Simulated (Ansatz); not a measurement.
PdTe (model structure, within 0.1 Å of Pm-3m, No. 221, 4 atoms in the cell), treated with PBEsol in Ansatz (plane waves, PAW).

Run with plane-wave cutoff 520 eV, 12×18×12 k mesh (along the axes of the cell as run), Fermi–Dirac smearing 0.05 eV, scalar-relativistic PAW data made under PBE.

Cell (relaxed at this level):

```
CELL_PARAMETERS angstrom
      4.80616     0.00000     0.00000
      0.00000     3.37825     0.00000
      0.00000     0.00000     4.80608
ATOMIC_POSITIONS crystal
  Pd 0.25000 0.00000 0.75002
  Pd 0.75000 0.00000 0.24998
  Te 0.25000 0.50000 0.25000
  Te 0.75000 0.50000 0.75000
```

**Question.** Estimate the bulk modulus B0 that the calculation returns.

**Answer.** 
bulk modulus B0: 123 GPa

The run finds no gap.

Note: the bulk modulus is −V dP/dV from two relaxed cells at ±2 % in volume.

Spin–orbit coupling is not included; it can open a gap where bands touch, and shift volumes and moduli.

Computed values are for the static lattice.

Cost on a shared machine: roughly 9 core-minutes.

A model structure was made by putting elements into a prototype or built by hand; it is no filed structure, need not be a known phase, and can be a saddle point held by its symmetry.

Ansatz is a first-principles code.
